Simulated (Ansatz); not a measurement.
Structures of equal composition on the (111) surface of fcc Ir: a pseudomorphic layer of Al in the host's stacking; a pseudomorphic layer of Al in the other hollow. The slabs share one bottom face, and each structure is named by its start. These are constructed structures in small cells; real faces may alloy, dewet or reconstruct in larger ones, and not all known structures of the face are among them. Slabs of about 11 Å, Fermi-Dirac smearing of 0.1 eV. Bottom of the slabs: a bare face, its two planes held. Relaxed from the named starts with such symmetry as they have, on meshes of like density; energies extrapolated to zero smearing; spin only where a row says so; no spin-orbit coupling, no U. Brackets mark spin-polarised runs, whose order is one that fits the cell.

All values below come from PBE (plane waves to 420 eV, PAW; Ansatz, an electronic-structure program).

Task: Order them by energy per 1x1 cell (lowest first) at the level PBE.

Result: a pseudomorphic layer of Al in the other hollow (0.000 eV), a pseudomorphic layer of Al in the host's stacking (0.043 eV)
